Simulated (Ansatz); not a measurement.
Levels about the gap of amorphous In$_{24}$O$_{37}$Na$_{2}$ (63 atoms in a cell of 892 Å³, 6.31 g/cm³; zone centre alone, so wide bands show as single levels with stretches between that a denser mesh fills), at the geometry that PBE relaxed, where it gives 0.8 GPa on a denser mesh. The participation number counts the atoms over which a state spreads; weights are charges in smoothed Voronoi cells. The levels come from a single point, so bond lengths are those of that geometry. Method of the levels: PBE, scalar-relativistic without spin-orbit coupling (Ansatz, a quantum-chemistry and plane-wave program). Sampling: the zone centre alone; Fermi-Dirac width 0.02 eV; no spin polarisation. At PBE the levels at the filled edge of the gap are localised (band-tail or defect states).

A CHGNet melt-quench gave the starting glass, which DFT then relaxed. O atoms were pushed apart under 1.9 Å during the dynamics, to hinder bonds among them. The hot cell started wider than the set density and was brought back towards it in steps. It is the lowest in DFT energy of 2 quenches. It is a model cell: composition and starting density were chosen by hand, and all elements were melted together. No dispersion term was used. Its density started from a set value of 6.32 and ended at 6.31 g/cm³. The simulated quench (nominally 280 K/ps over its main leg) is rapid and tends to freeze in more defects than a deposited or slowly cooled glass has. Values belong to this one cell and scatter from quench to quench. The volume was held where the preparation left it and the shape relaxed, at a PBE pressure of 0.8 GPa. Stress components on the final sampling reach 1.0 GPa.

| E - E(highest filled), eV | filling | participation number | largest on | weight O | weight In | weight Na |
|---|---|---|---|---|---|---|
| -0.35 | filled | 18.0 | O, 4 neighbours | 0.93 | 0.06 | 0.00 |
| -0.33 | filled | 15.0 | O, 4 neighbours | 0.94 | 0.05 | 0.01 |
| -0.32 | filled | 18.6 | O, 4 neighbours | 0.93 | 0.07 | 0.00 |
| -0.22 | filled | 13.5 | O, 3 neighbours | 0.94 | 0.06 | 0.00 |
| -0.21 | filled | 12.8 | O, 3 neighbours | 0.93 | 0.07 | 0.00 |
| -0.07 | filled | 9.3 | O, 3 neighbours | 0.94 | 0.06 | 0.00 |
| 0.00 | filled | 7.4 | O, 3 neighbours | 0.96 | 0.04 | 0.00 |
| 0.46 | empty | 60.1 | In, 5 neighbours | 0.56 | 0.41 | 0.03 |
| 3.18 | empty | 34.8 | In, 5 neighbours | 0.61 | 0.38 | 0.01 |
| 3.39 | empty | 40.6 | In, 5 neighbours | 0.63 | 0.37 | 0.00 |
| 3.43 | empty | 38.2 | In, 5 neighbours | 0.62 | 0.37 | 0.01 |
| 3.67 | empty | 37.4 | In, 5 neighbours | 0.61 | 0.38 | 0.01 |
| 3.70 | empty | 43.0 | In, 4 neighbours | 0.62 | 0.37 | 0.01 |
| 3.92 | empty | 42.0 | In, 5 neighbours | 0.62 | 0.36 | 0.02 |

Most localised among these is the filled level at +0.00 eV, on a O atom, which has 3 neighbours (In 2.14 Å, In 2.20 Å, In 2.23 Å).
